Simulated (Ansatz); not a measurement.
## Pressure series in InSe

The reference is InSe in the beta-GaS type structure (space group P6_3/mmc, No. 194; layered, stacked along the Cartesian z axis).

```
CELL_PARAMETERS angstrom
      4.03204     0.00000     0.00000
     -2.01602     3.49185     0.00000
      0.00000     0.00000    16.76258
ATOMIC_POSITIONS crystal
  In 0.33333 0.66667 0.66667
  In 0.66667 0.33333 0.16667
  In 0.66667 0.33333 0.33333
  In 0.33333 0.66667 0.83333
  Se 0.33333 0.66667 0.08991
  Se 0.66667 0.33333 0.58991
  Se 0.66667 0.33333 0.91009
  Se 0.33333 0.66667 0.41009
```

Cell and atoms are relaxed at each pressure.

Level of theory: PBE-D3(BJ) (Ansatz, a quantum-chemistry and plane-wave program), without spin-orbit coupling, earlier PAW set.

```csv
case,band gap,density,shortest interatomic distance,c/a ratio
base,0.37 eV,5.45 g/cm³,2.660 Å,4.157
pressure −1 GPa,0.42 eV,5.17 g/cm³,2.674 Å,4.260
pressure 0.9 GPa,0.41 eV,5.62 g/cm³,2.648 Å,?
pressure 2.1 GPa,0.50 eV,5.81 g/cm³,2.635 Å,4.110
pressure 9 GPa,0.73 eV,?,?,4.157
pressure 15 GPa,0.30 eV,7.09 g/cm³,2.544 Å,4.236
pressure 22.5 GPa,zero,7.63 g/cm³,2.515 Å,4.341
pressure 30 GPa,zero,8.12 g/cm³,2.495 Å,4.454
```

Question: Fill in the withheld entries from the trend.

Answer: 
- pressure 0.9 GPa, c/a ratio: 4.127
- pressure 9 GPa, density: 6.58 g/cm³
- pressure 9 GPa, shortest interatomic distance: 2.578 Å

The mesh was chosen for an insulator and is coarse for the gapless case. Load acts through the strain it causes; cell and atoms are relaxed under it. Stability against distortions was not tested. Competing high-pressure phases were not computed. The final runs are not spin-polarised. The zero or small gap of InSe under pressure 22.5 GPa and InSe under pressure 30 GPa can change with the level of theory.
